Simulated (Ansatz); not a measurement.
The parent structure is Li₂S in the anti-fluorite structure (space group Fm-3m, No. 225; a = 5.655 Å).

The values are results of Ansatz (a program for electronic structure) PBEsol, without spin-orbit coupling, not measurements.

Base values:

| Property | Result |
|---|---|
| Hole mass | 0.47, 0.91, 0.91 mₑ (at Γ) |
| Valley order | X along ⟨100⟩ 3.20 eV; Γ 4.21 eV |
| Electron mass | 0.62 mₑ along k, 0.33 mₑ across (at X) |

One thing is altered: an isotropic linear strain of +1.00 %; the atoms relax in the strained cell.

### Question
What does the calculation give for the hole mass, valley order, electron mass and mean gap deformation potential ΔEg/Δln V after the change?

### Answer
The hole mass (degenerate bands, along [100]) becomes 0.47, 0.95, 0.95 mₑ (at Γ) (base: 0.47, 0.91, 0.91 mₑ (at Γ)); the valley order (the lowest conduction-band minima on the path, energy above the VBM, named in the base's zone) changes from X along ⟨100⟩ 3.20 eV; Γ 4.21 eV to X along ⟨100⟩ 3.23 eV; Γ 4.06 eV; the electron mass changes from 0.62 mₑ along k, 0.33 mₑ across (at X) to 0.63 mₑ along k, 0.33 mₑ across (at X); the mean gap deformation potential ΔEg/Δln V comes out as +0.7 eV.

Effective masses come from finite differences of ±0.01 Å⁻¹. Along k means along the line from Γ to the band edge. Stability against distortions was not tested.
